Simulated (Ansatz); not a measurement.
## Effect of pressure 3 GPa on Au

The parent structure is Au in the hcp (Mg type) structure (space group P6_3/mmc, No. 194; a = 2.862 Å, c = 4.802 Å).

The change: a hydrostatic pressure of 3 GPa.

Level of theory: PBEsol in Ansatz (plane waves to 420 eV, PAW, no spin-orbit coupling). k-mesh 19×19×10 (Γ-centred); smearing 0.05 eV (Fermi–Dirac).

```tsv
quantity	base	changed	shift
volume per atom	17.03 Å³	16.76 Å³	-0.279 Å³
density	19.20 g/cm³	19.52 g/cm³	+0.32 g/cm³
c/a ratio	1.678	1.676	-0.002
shortest interatomic distance	2.862 Å	2.848 Å	-0.014 Å
enthalpy H = E + PV relative to the base's energy	–	+0.32 eV/atom	–
band gap	zero	zero	–
```

Cost of the whole job for the changed cell (relaxation, final SCF and bands): roughly 20 core-seconds.

Load acts through the strain it causes; cell and atoms are relaxed under it. Whether these cells are dynamically stable was not tested. The base started in Cmcm and relaxed to P6_3/mmc at this level. This is not the structure that Au has at room temperature and ambient pressure.

Ansatz is an electronic-structure program.
